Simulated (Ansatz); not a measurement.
A computed series for hypothetical rock salt BeTe: response to strain

Take BeTe in the rock salt structure (space group Fm-3m, No. 225; a = 5.362 Å; a hypothetical phase, not in the database extracts checked; relaxed with 0.1 eV smearing) as the base. Axes: x, y, z lie along the cube axes.

Strains are applied to the cell and any free atomic positions relax; under biaxial strain the out-of-plane vector relaxes too; under stress the whole cell relaxes.

Computed with plane-wave PAW DFT at the PBE level (Ansatz, a program for electronic structure, 420 eV), no SOC, earlier PAW set.

Notes on the quantities. energy relative to the base: free energy F; pressure: mean of the normal stresses, compression positive.

| variant | energy relative to the base | pressure | space group |
|---|---|---|---|
| base | 0 meV/atom | 0.0 GPa | Fm-3m (No. 225) |
| biaxial strain +0.96 %, plane normal [001], relaxed out of plane | +1.3 meV/atom | -0.7 GPa | I4/mmm (No. 139) |
| biaxial strain −1.59 %, plane normal [111], relaxed out of plane | +4.3 meV/atom | … | R-3m (No. 166) |
| isotropic strain −0.86 % | +2.7 meV/atom | 1.8 GPa | Fm-3m (No. 225) |
| isotropic strain +2.55 % | … | -4.3 GPa | Fm-3m (No. 225) |
| isotropic strain +2.90 % | … | -4.8 GPa | Fm-3m (No. 225) |
| uniaxial strain ε_xx = −1.21 % | … | 0.8 GPa | I4/mmm (No. 139) |
| uniaxial stress, 3 GPa compression along z | +5.1 meV/atom | – | I4/mmm (No. 139) |
| tensor shear ε_xz = +0.65 % | +0.4 meV/atom | 0.0 GPa | Immm (No. 71) |
| tensor shear ε_xz = +2.05 % | +4.2 meV/atom | 0.0 GPa | Immm (No. 71) |

Task: Complete the table.

Result: 
- biaxial strain −1.59 %, plane normal [111], relaxed out of plane, pressure: 1.5 GPa
- isotropic strain +2.55 %, energy relative to the base: +22 meV/atom
- isotropic strain +2.90 %, energy relative to the base: +28 meV/atom
- uniaxial strain ε_xx = −1.21 %, energy relative to the base: +1.0 meV/atom

Beyond what the load breaks, stability against distortions was not tested. All final runs are without spin polarisation.
